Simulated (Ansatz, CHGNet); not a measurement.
# How well does each level of theory give the formation enthalpy of L1₀ (CuAu-type) FePt?

Reference value: -0.238 ± 0.02 eV/atom (measured, 298 K, copied from a table, unchecked, no zero-point or thermal correction; as tabulated in Wang et al. (2021), doi:10.1038/s41598-021-94550-5).

```tsv
level (code)	value (eV/atom)	difference (eV/atom)
CHGNet 0.3.0	-0.111	+0.127
LDA (Ansatz)	-0.157	+0.081
PBE (Ansatz)	-0.229	+0.009
PBEsol-D3(BJ) (Ansatz)	-0.176	+0.062
rVV10 (Ansatz)	-0.178	+0.060
r²SCAN (Ansatz)	-0.340	-0.102
r²SCAN-D4 (Ansatz)	-0.335	-0.097
B3LYP (VWN-RPA form) (Ansatz)	-0.489	-0.251
r²SCAN0 (Ansatz)	-0.632	-0.394
```

Leaving aside CHGNet 0.3.0 (doubt noted below): Once the reference is moved by up to 0.100 eV/atom (a margin picked here for doubts on the reference and the settings, and for temperature and zero-point motion) and values within 0.010 eV/atom count as equal, the nearest can be PBE (+0.009 eV/atom), rVV10 (+0.060 eV/atom), PBEsol-D3(BJ) (+0.062 eV/atom), LDA (+0.081 eV/atom), r²SCAN-D4 (-0.097 eV/atom) or r²SCAN (-0.102 eV/atom). Farthest off among them: r²SCAN0 (-0.394 eV/atom). Within the reference's own bar: PBE.

The measured value isn't corrected to a static lattice, so vibrations enter the comparison. Spin-polarised runs: LDA (parallel moments), PBE (parallel moments), PBEsol-D3(BJ) (parallel moments), rVV10 (parallel moments), r²SCAN (parallel moments), r²SCAN-D4 (parallel moments), B3LYP (VWN-RPA form) (parallel moments), r²SCAN0 (parallel moments). Density-functional levels without +SOC have no spin–orbit coupling, which shifts binding energies of heavy elements. CHGNet 0.3.0: the cell has another shape than the first-principles one, perhaps another minimum in the same group. Each level is taken at its own relaxed cell. Cutoffs and k meshes differ between the levels. Ansatz's density-functional and Hartree–Fock values are scalar-relativistic unless marked +SOC, with PAW data made under PBE.

Machine-learned potentials (CHGNet 0.3.0) are trained on DFT data: a solid inside that data is no test of them.

Differences are worked out from the printed values.

Ansatz is an electronic-structure program.
